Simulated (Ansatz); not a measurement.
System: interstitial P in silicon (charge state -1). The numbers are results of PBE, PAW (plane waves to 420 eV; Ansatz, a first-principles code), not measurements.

Cell of 216 host sites held at the relaxed PBE lattice; one k-point at (0.250, 0.250, 0.250); Fermi-Dirac width 0.01 eV, spin-restricted; finite-size errors left in. No zero-point or tunnelling terms. The charge state is imposed; whether it is stable for some Fermi level was not computed. Sites that were not tried may lie lower.

The step: P moves alone to another site; the atom moves 1.19 Å along (0.00, -0.15, -0.15) of the unit cell; the moving atom starts with neighbours 2 Si at 2.19, 2 Si at 2.58 Å and ends with Si at 2.18, Si at 2.19, Si at 2.58, Si at 2.62 Å. On the band's own sampling the forward barrier is 0.082 eV. Harmonic modes of the moving P atom alone, all others held, come from finite differences of 0.015 Å. The program found a first-order saddle point.

Q: Give the atom's modes at both geometries.

A: start 4.0, 8.5, 12.0 THz; saddle point 2.3i, 8.7 and 12.6 THz.

Q: What attempt frequency and zero-point change of the barrier follow from these modes alone, and what classical rate at 500 K?

A: ν = (4.0 × 8.5 × 12.0) / (8.7 × 12.6) ≈ 3.7 THz. The zero-point energy changes the barrier by h/2 × (21.3 − 24.4) THz = -0.006 eV. The classical rate is ν exp(−0.08/0.0431) ≈ 6e11 s⁻¹. One atom's modes give a rough prefactor, not that of the whole cell.
